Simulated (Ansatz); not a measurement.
The starting structures come from a database of crystals and need not be the phases stable at ambient conditions.

Tunnelling through a barrier is set by its complex band structure: the current falls as exp(−2κd) with the smallest κ.

Given:

```yaml
crystal:
  lattice:
    - [6.09569, 0.00000, 0.00000]
    - [0.00000, 6.22594, 0.00000]
    - [0.00000, 2.52727, 5.65492]
  atoms:
    - { symbol: Fe, position: [0.00928, 0.70755, 0.28529] }
    - { symbol: Fe, position: [0.99072, 0.29245, 0.71471] }
    - { symbol: Fe, position: [0.50928, 0.79245, 0.71471] }
    - { symbol: Fe, position: [0.49072, 0.20755, 0.28529] }
    - { symbol: Te, position: [0.62869, 0.63336, 0.15376] }
    - { symbol: Te, position: [0.37131, 0.36664, 0.84624] }
    - { symbol: Te, position: [0.12869, 0.86664, 0.84624] }
    - { symbol: Te, position: [0.87131, 0.13336, 0.15376] }
    - { symbol: As, position: [0.35206, 0.83756, 0.35692] }
    - { symbol: As, position: [0.64794, 0.16244, 0.64308] }
    - { symbol: As, position: [0.85206, 0.66244, 0.64308] }
    - { symbol: As, position: [0.14794, 0.33756, 0.35692] }
```

Space group of this cell: P2_1/c. The cell is taken as given.

Transport runs along the normal of the first two printed cell vectors.

The gap is the functional's own. No spin-orbit coupling. Mid-gap values are interpolated on the energy grid.

Problem. Estimate the band gap and the smallest decay constant κ at mid-gap that r2SCAN (Ansatz, a first-principles code) returns for this system.

Solution. Gap 0.93 eV on a 6×6×6 mesh; κ = 0.229 1/Å, at (0.000, 0.333) of the in-plane reciprocal vectors. At the zone centre, at the nearest computed energy, the slowest state has κ = 0.28 1/Å.
